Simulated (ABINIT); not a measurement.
ABINIT run on BaS (Fm-3m, 2 atoms in the cell): self-consistent single point.

Method of the run: LDA (PW92), norm-conserving pseudopotentials (PseudoDojo nc-sr-04 LDA standard) (plane waves; ABINIT).

```
BaS
1.0
    0.00000     3.19500     3.19500
    3.19500     0.00000     3.19500
    3.19500     3.19500     0.00000
Ba S
1 1
Direct
  0.00000   0.00000   0.00000
  0.50000   0.50000   0.50000
```

Reference input (self-consistent single point, DFT, PBE, plane waves, norm-conserving pseudopotentials (PseudoDojo nc-sr-05 PBE standard)): pseudos = [Ba.upf, S.upf]; ecut = 28 Ha; occopt = 3; tsmear = 0.01 eV; ngkpt = 7 7 7; nshiftk = 1; shiftk = 0 0 0; potentials = PseudoDojo nc-sr-05 PBE standard; nband = 13; kptopt = 1; nstep = 50; tolvrs = 1e-10. This run's input differs from it in these lines:

```diff
@@ -1,2 +1,2 @@
-# BaS, PseudoDojo nc-sr-05 PBE standard
+# BaS, PseudoDojo nc-sr-04 LDA standard
 pp_dirpath "./"
```

Its files differ too (potentials: PseudoDojo nc-sr-05 PBE standard → PseudoDojo nc-sr-04 LDA standard).

Output, abridged:

```
--- !BeginCycle
solver: {iscf: 7, nstep: 50, nline: 4, wfoptalg: 0, }
tolerances: {tolvrs: 1.00E-10, }
...

     iter   Etot(hartree)      deltaE(h)  residm     vres2
 ETOT  1  -39.256014808093    -3.926E+01 3.627E-02 2.139E+02
 ETOT  2  -39.288559245687    -3.254E-02 5.803E-03 4.078E+01
 ETOT  3  -39.294601365426    -6.042E-03 2.384E-03 2.796E-01
 ETOT  4  -39.294651274132    -4.991E-05 1.778E-03 4.105E-03
 ETOT  5  -39.294653434800    -2.161E-06 8.910E-04 1.542E-03
   [... 8 lines left out ...]
 ETOT 14  -39.294653974553    -4.405E-13 3.215E-04 4.290E-10
 ETOT 15  -39.294653974551     1.151E-12 2.936E-04 1.793E-10
 ETOT 16  -39.294653974553    -1.279E-12 2.219E-04 3.638E-10
 ETOT 17  -39.294653974553    -2.842E-14 1.940E-04 5.623E-12
 At SCF step   17       vres2   =  5.62E-12 < tolvrs=  1.00E-10 =>converged.

 Cartesian components of stress tensor (hartree/bohr^3)
  sigma(1 1)=  8.76069932E-05  sigma(3 2)=  0.00000000E+00
  sigma(2 2)=  8.76069932E-05  sigma(3 1)=  0.00000000E+00
  sigma(3 3)=  8.76069932E-05  sigma(2 1)=  0.00000000E+00

 ----iterations are completed or convergence reached----

 reduced coordinates (array xred) for    2 atoms
       0.000000000000      0.000000000000      0.000000000000
       0.500000000000      0.500000000000      0.500000000000
 cartesian forces (eV/Angstrom) at end:
    1     -0.00000000000000    -0.00000000000000    -0.00000000000000
    2     -0.00000000000000    -0.00000000000000    -0.00000000000000
 frms,max,avg= 0.0000000E+00 0.0000000E+00   0.000E+00  0.000E+00  0.000E+00 e/A
   [... lines left out ...]
 Fermi (or HOMO) energy (hartree) =   0.20101   Average Vxc (hartree)=  -0.33693
 Fermi (or HOMO) energy (eV) =   5.46984   Average Vxc (eV)=  -9.16835
   [... lines left out ...]
total_energy        : -3.92946539745527E+01
total_energy_eV     : -1.06926191294743E+03
band_energy         : -3.12243903046584E+00
...

-Cartesian components of stress tensor (GPa)         [Pressure= -2.5775E+00 GPa]
- sigma(1 1)=  2.57748629E+00  sigma(3 2)=  0.00000000E+00
- sigma(2 2)=  2.57748629E+00  sigma(3 1)=  0.00000000E+00
- sigma(3 3)=  2.57748629E+00  sigma(2 1)=  0.00000000E+00

 Calculation completed.
```

The run converged in 17 iterations. Against the reference run the pressure goes from 0.72 to -2.58 GPa and the gap on the mesh goes from 2.269 to 2.070 eV.

The starting cell has typed, rounded lattice constants, without a prior relaxation at this level.

Cost on one core of a shared machine: roughly 40 s.
